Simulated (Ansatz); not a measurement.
Consider HfN in the rock salt structure (space group Fm-3m, No. 225; a = 4.5018 Å; relaxed with 0.1 eV smearing). Axes: x, y, z lie along the cube axes.

Structures relaxed with PBEsol/PAW in Ansatz (a quantum-chemistry and plane-wave program), without spin-orbit coupling.

Base:

Simulated powder pattern, Mo Kα, λ = 0.71073 Å (kinematic, ideal powder, no thermal factors, no anomalous dispersion; the 10 strongest lines at most, above 2 %, up to 2θ = 40°):

```
2θ (°)  I/Imax (%)    hkl
------  ----------  -----
15.72          100  (111)
18.17           70  (200)
25.80           53  (220)
30.35           52  (311)
31.74           19  (222)
36.81          8.7  (400)
```

It is then changed as follows: biaxial strain −2.00 %, plane normal [001], relaxed out of plane (Cartesian); in-plane vectors clamped, the third vector and the atoms free.

Problem. Where do the lines fall after the change?

Solution. 
Simulated powder pattern, Mo Kα, λ = 0.71073 Å (kinematic, ideal powder, no thermal factors, no anomalous dispersion; the 10 strongest lines at most, above 2 %, up to 2θ = 40°):

```json
[
 {"2θ (°)": "15.90", "I/Imax (%)": "100", "hkl": "(111)"},
 {"2θ (°)": "18.04", "I/Imax (%)": "24", "hkl": "(002)"},
 {"2θ (°)": "18.54", "I/Imax (%)": "45", "hkl": "(200)"},
 {"2θ (°)": "25.98", "I/Imax (%)": "35", "hkl": "(202)"},
 {"2θ (°)": "26.34", "I/Imax (%)": "17", "hkl": "(220)"},
 {"2θ (°)": "30.29", "I/Imax (%)": "18", "hkl": "(113)"},
 {"2θ (°)": "30.91", "I/Imax (%)": "34", "hkl": "(311)"},
 {"2θ (°)": "32.11", "I/Imax (%)": "19", "hkl": "(222)"},
 {"2θ (°)": "36.54", "I/Imax (%)": "3.1", "hkl": "(004)"},
 {"2θ (°)": "37.59", "I/Imax (%)": "5.6", "hkl": "(400)"}
]
```

The indices refer to the base's conventional cell; one index is shown for lines that coincide. The space group is now I4/mmm (No. 139).

Whether these cells are dynamically stable was not tested. All final runs are without spin polarisation.
